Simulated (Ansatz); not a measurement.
Ir: isotropic strain −0.50 %

Take Ir in the fcc (Cu type) structure (space group Fm-3m, No. 225; a = 3.8118 Å; relaxed with 0.1 eV smearing) as the base.

Modification: every lattice vector is shortened by 0.50 %, atoms relaxed at fixed cell.

The values are results of Ansatz (a first-principles code), LDA, PAW, cutoff 420 eV, without spin-orbit coupling, not measurements. Settings: 30×30×30 k-points, 0.1 eV Fermi–Dirac smearing.

| quantity | base | changed | shift |
|---|---|---|---|
| volume per atom | 13.85 Å³ | 13.64 Å³ | -0.21 Å³ |
| space group | Fm-3m (No. 225) | Fm-3m (No. 225) | – |
| shortest interatomic distance | 2.695 Å | 2.682 Å | -0.013 Å |
| energy relative to the base (free energy F) | 0 meV/atom | +4.0 meV/atom | +4.0 meV/atom |
| pressure | 0.0 GPa | 6.3 GPa | +6.3 GPa |
| band gap | zero | zero | – |

Whether these cells are dynamically stable was not tested. The final runs are not spin-polarised.
